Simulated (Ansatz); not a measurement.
Amorphous cells of O, Si, Sn: the gap between the highest filled and lowest empty level at the zone centre, by PBE and by a single point of r2SCAN on the same geometry (PBE, scalar-relativistic without spin-orbit coupling (plane waves to 420 eV, PAW; Ansatz, a program for electronic structure); r2SCAN at 500 eV). The networks come from melt-quench runs on the CHGNet potential at compositions and starting densities chosen by hand, with anions pushed apart in the CHGNet dynamics, and DFT then relaxed them. The cells are small and were quenched far faster than real films, so single cells scatter. Defect or tail levels can set these gaps. The rows are the first to finish with both values and no moments.

```
cell                         PBE gap x (eV)  r2SCAN gap y (eV)
---------------------------  --------------  -----------------
A (Si20Sn5O45, 2.78 g/cm3)             2.63               2.90
B (Si12Sn12O36, 3.72 g/cm3)            2.69               2.98
C (Si24O50Sn, 2.34 g/cm3)              2.83               3.37
D (Si14Sn10O38, 3.51 g/cm3)            3.17           withheld
E (Si24O50Sn, 2.34 g/cm3)              3.40               4.00
F (Si24O50Sn, 2.34 g/cm3)              3.69               4.32
```

Fit a straight line through the 5 full rows and predict the withheld value for D (Si14Sn10O38, 3.51 g/cm3).

Means: x = 3.048, y = 3.514. Slope = Σ(Δx Δy) / Σ(Δx²) = 1.168 / 0.8865 = 1.32; the r.m.s. residual is 0.078. Prediction: 3.514 + 1.32 × (3.17 − 3.048) = 3.67. The run gave 3.53, 0.14 below the line.
